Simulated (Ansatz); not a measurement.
Consider ZrO2 (space group P2_1/c, No. 14).

```
ZrO2
1.0
    5.15426     0.00000     0.00000
    0.00000     5.22574     0.00000
   -0.87172     0.00000     5.25957
Zr O
4 8
Direct
  0.27613   0.04213   0.20973
  0.72387   0.54213   0.29027
  0.72387   0.95787   0.79027
  0.27613   0.45787   0.70973
  0.06882   0.33282   0.34470
  0.93118   0.83282   0.15530
  0.93118   0.66718   0.65530
  0.06882   0.16718   0.84470
  0.44966   0.75727   0.47782
  0.55034   0.25727   0.02218
  0.55034   0.24273   0.52218
  0.44966   0.74273   0.97782
```

Cartesian axes are those of the cell as printed.

All numbers come from r2SCAN/PAW in Ansatz (a quantum-chemistry and plane-wave program), spin-orbit coupling left out.

Before the change:

| Quantity | Value |
|---|---|
| Width of the top valence band | 0.69 eV |

Modification: uniaxial stress, 5 GPa compression along x; all other stress components relax to zero.

**Question.** Estimate the effect on the strain response.

**Answer.** The strain response (xx, yy, zz) amounts to (−2.53, +1.06, +0.06) %.

**Question.** Estimate the effect on the width of the top valence band.

**Answer.** The width of the top valence band drops by 0.10 eV, from 0.69 eV to 0.59 eV.

The levels and masses belong to the bands next to the band gap. Stability under load was not tested beyond the relaxation.
